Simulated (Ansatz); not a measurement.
# RbOH, response to strain

Start from RbOH (space group P2_1/m, No. 11; a cell from a computed database, its experimental status unchecked).

```xyz
6
Lattice="4.1471 0.0000 0.0000 0.0000 4.1187 0.0000 -1.4863 0.0000 5.7702" Properties=species:S:1:pos:R:3 pbc="T T T"
Rb     0.2920     1.0297     1.6727
Rb     2.3688     3.0890     4.0974
H      0.5990     1.0297     5.3201
H      2.0617     3.0890     0.4501
O      0.2098     1.0297     4.4272
O      2.4509     3.0890     1.3429
```

Cartesian axes are those of the cell as printed.

Strains are applied to the cell and any free atomic positions relax; under biaxial strain the out-of-plane vector relaxes too; under stress the whole cell relaxes.

Method: PBEsol (Ansatz, an electronic-structure program; PAW; 420 eV plane waves; scalar-relativistic without spin-orbit coupling).

Notes on the quantities. pressure: mean of the normal stresses, compression positive.

```tsv
variant	band gap	pressure	smallest direct gap	volume per atom	width of the top valence band
base	3.20 eV	0.00 GPa	3.27 eV	16.43 Å³	0.59 eV
biaxial strain −3.43 %, plane normal [001], relaxed out of plane	3.25 eV	1.47 GPa	3.34 eV	15.68 Å³	0.68 eV
biaxial strain −3.27 %, plane normal [001], relaxed out of plane	3.25 eV	1.39 GPa	3.34 eV	15.71 Å³	0.68 eV
biaxial strain −0.17 %, plane normal [001], relaxed out of plane	3.20 eV	0.06 GPa	3.27 eV	16.39 Å³	0.60 eV
biaxial strain +0.97 %, plane normal [001], relaxed out of plane	3.19 eV	-0.31 GPa	3.25 eV	16.64 Å³	0.57 eV
biaxial strain +1.70 %, plane normal [001], relaxed out of plane	3.17 eV	-0.52 GPa	3.23 eV	16.81 Å³	0.55 eV
uniaxial strain ε_yy = −2.88 %	3.25 eV	0.65 GPa	3.32 eV	15.95 Å³	0.69 eV
tensor shear ε_xz = −3.58 %	3.16 eV	0.03 GPa	3.23 eV	16.41 Å³	0.63 eV
uniaxial stress, 2 GPa tension along x	3.12 eV	–	3.16 eV	16.80 Å³	0.66 eV
```

Beyond what the load breaks, stability against distortions was not tested.
